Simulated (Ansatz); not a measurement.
Ansatz (a first-principles code), DFT, r2SCAN, plane waves, its default PAW files: AlH3, supercell, atoms displaced (from the phase in space group 227, mp-1106356) (H12Al4), 16 atoms. Basis and mesh were picked for this test and aren't claimed converged.

- cell = 6.35, 6.35, 6.35 Å; 60, 60, 60°
- distance to the nearest atom = 1.64 to 1.73 Å
- task = single point
- k mesh = 4×4×4
- hamiltonian.xc = r2scan
- kind of files = paw
- scf.occupations.method = fermi_dirac
- scf.occupations.width = 0.05 eV
- output.forces = true
- binding of workers (--pin) = off
- k-point pools (--kpoint-pools) = 1
- memory maximum (--max-ram) = 8GiB
- accuracy = medium (default)
- basis.precision = auto (default)
- basis.xc_grid = 4 (default)
- scf.mixing.algorithm = auto (default)
- scf.mixing.preconditioner = auto (default)
- scf.convergence.dr2_threshold = 1.80959e-07 (default)
- scf.lower_state_search = light (default)
- k-points after symmetry = 36
- bands at the start = 28
- electrons = 24
- plane waves at Γ = 4621
- cutoff (eV) = 500
- FFT grid = 48×48×48
- symmetry operations = 1

One run each.

All on 4 threads. Base settings, kept where nothing else is said: scf.eigensolver.kind = auto (default), scf.eigensolver.cushion = auto (default), scf.eigensolver.full_accuracy = false (default), scf.algorithm = auto (default) (scf.eigensolver.max_subspace_factor, scf.eigensolver.real_solve not set). The settings tried:
- scf.eigensolver.kind = davidson
- scf.algorithm = density_mixing
- scf.eigensolver.kind = davidson, scf.eigensolver.max_subspace_factor = 6
- scf.eigensolver.full_accuracy = true
- the base settings
- scf.eigensolver.kind = davidson, scf.eigensolver.max_subspace_factor = 2
- scf.algorithm = direct_min
- scf.eigensolver.real_solve = false
- scf.eigensolver.kind = davidson, scf.eigensolver.cushion = true

Task: Which settings need the fewest applications of H to a band, which the most, and do any fail to converge?

Result: Fewest applications of H to a band, with those close behind: scf.eigensolver.real_solve = false (16799); the base settings (16878); scf.algorithm = density_mixing (16878). Most among those that reach the base run's result: scf.algorithm = direct_min (41555); scf.eigensolver.full_accuracy = true (36686). All converged.

```
setting                                                                   applications of H to a band  SCF iterations (all cycles of the run, searches included)        end
------------------------------------------------------------------------  ---------------------------  ---------------------------------------------------------  ---------
scf.eigensolver.real_solve = false                                                              16799                                                          7  converged
the base settings                                                                               16878                                                          7  converged
scf.algorithm = density_mixing                                                                  16878                                                          7  converged
scf.eigensolver.kind = davidson, scf.eigensolver.max_subspace_factor = 6                        21414                                                          8  converged
scf.eigensolver.kind = davidson                                                                 22105                                                          8  converged
scf.eigensolver.kind = davidson, scf.eigensolver.cushion = true                                 25595                                                          7  converged
scf.eigensolver.kind = davidson, scf.eigensolver.max_subspace_factor = 2                        25954                                                          7  converged
scf.eigensolver.full_accuracy = true                                                            36686                                                          7  converged
scf.algorithm = direct_min                                                                      41555                                                          6  converged
```

An iteration's cost differs between solvers, so these counts don't give the time.

Keys are those of Ansatz 0.2.
